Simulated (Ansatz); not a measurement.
Input and output of a relaxation of cell and atoms for Mo (Im-3m, 1 atom in the cell) (Ansatz, a first-principles code).

Level of theory: LDA (PW92), PAW files made with PBE (plane waves; Ansatz).

The change in words: atoms on their sites; basis.ecutwfc: 30.9 Ry → 61.7 Ry; relax: default → cell and atoms. Reference geometry:
```xyz
1
Lattice="-1.5671 1.5671 1.5671 1.5671 -1.5671 1.5671 1.5671 1.5671 -1.5671" Properties=species:S:1:pos:R:3 pbc="T T T"
Mo     0.0000     0.0000     0.0000
```

Reference input (self-consistent single point, DFT, LDA (PW92), plane waves, PAW files made with PBE): basis.ecutwfc = 30.9 Ry; kpoints.mp_grid.grid = 15 15 15; hamiltonian.xc = lda; hamiltonian.pseudopotentials = {kind: paw} (the program's default PAW files); scf.occupations.method = fermi_dirac; scf.occupations.width = 0.0073 Ry. This run's input differs from it in these lines:

Ansatz 0.2 input:
```diff
@@ -9,3 +9,3 @@
 basis:
-  ecutwfc: 30.9 Ry
+  ecutwfc: 61.7 Ry
 kpoints:
@@ -17,2 +17,4 @@
   occupations: { method: fermi_dirac, width: 0.0073 Ry }
+relax:
+  cell: {}
 output:
```

The program printed (abridged):

```
   [... SCF lines of the steps left out ...]
relax step   1: F+E_penalty+E_count = -4842.88893114 eV  Δ(F+E_penalty+E_count) = +0.000e0 eV  max|allowed force component| = 0.000e0 eV/Å  Δτ_max = 0.0000 Å  P = -5.838 GPa  Ω = 15.395 Å³  (6 SCF iters, dr2 threshold 1.00e-7 eV, accepted)
relax step   2: F+E_penalty+E_count = -4842.87135952 eV  Δ(F+E_penalty+E_count) = +1.757e-2 eV  max|allowed force component| = 0.000e0 eV/Å  Δτ_max = 0.0000 Å  P = +12.932 GPa  Ω = 14.476 Å³  energy of the carried Pulay correction = +2.301e-6 eV  (5 [...]
relax step   3: F+E_penalty+E_count = -4842.89479446 eV  Δ(F+E_penalty+E_count) = -5.863e-3 eV  max|allowed force component| = 0.000e0 eV/Å  Δτ_max = 0.0000 Å  P = -0.373 GPa  Ω = 15.097 Å³  energy of the carried Pulay correction = +7.311e-7 eV  (7 [...]
relax step   4: F+E_penalty+E_count = -4842.89481698 eV  Δ(F+E_penalty+E_count) = -2.252e-5 eV  max|allowed force component| = 0.000e0 eV/Å  Δτ_max = 0.0000 Å  P = +0.013 GPa  Ω = 15.077 Å³  energy of the carried Pulay correction = +7.805e-7 eV  (2 [...]
relax step   5: F+E_penalty+E_count = -4842.89481627 eV  Δ(F+E_penalty+E_count) = +7.059e-7 eV  max|allowed force component| = 0.000e0 eV/Å  Δτ_max = 0.0000 Å  P = +0.012 GPa  Ω = 15.077 Å³  stress off target by 1.22e-2 GPa  SCF on the basis [...]
basis re-selected at this cell: Δ(F+E_penalty+E_count) = +7.059e-7 eV, ΔP = -0.001 GPa vs the last step
Stability not checked: this state was not tested for a lower state beside it, because too few of the mixer's solves of this state at the end of the SCF gave a …
Free energy (F): -4842.894816 eV
Internal energy: -4842.872345 eV  (E = F + TS)
E sigma→0 (E₀):  -4842.883581 eV
Entropy (-TS):   -0.022471 eV (-22.471 meV/atom)
Fermi energy:    21.653235 eV
--- Forces (eV/Å), atoms counted from 1 ---
  atom   1  Mo     0.00000000    -0.00000000     0.00000000
   [... lines left out ...]
to start a new deck from the relaxed geometry:
  cell:  # Å, volume = 15.0767 Å³
    - [-1.5562609110738592, 1.5562609110738592, 1.5562609110738592]
    - [1.5562609110738592, -1.5562609110738592, 1.5562609110738592]
    - [1.5562609110738592, 1.5562609110738592, -1.5562609110738592]
  atoms:
    - { symbol: Mo, position: [0.0, 0.0, 0.0] }
```

The run converged. 

Summary of the result:
| Quantity | Value |
|---|---|
| Free energy E − TS (on the zero of these files) | -4842.8948 eV |
| Fermi level (on the code's own zero) | 21.65 eV |
| Pressure | 0.01 GPa |
| Final cell | a = b = c = 2.696 Å, α = β = γ = 109.47° |
| Final volume per atom | 15.08 Å³ |
| Relaxation steps | 5 |

The starting cell has typed, rounded lattice constants, without a prior relaxation at this level. Its lattice was rescaled by up to half a per cent. Spin polarisation is off. The relaxation keeps the symmetry of its start, so its end need not be a minimum. Ansatz's pressure includes its estimate of the finite-basis (Pulay) stress.
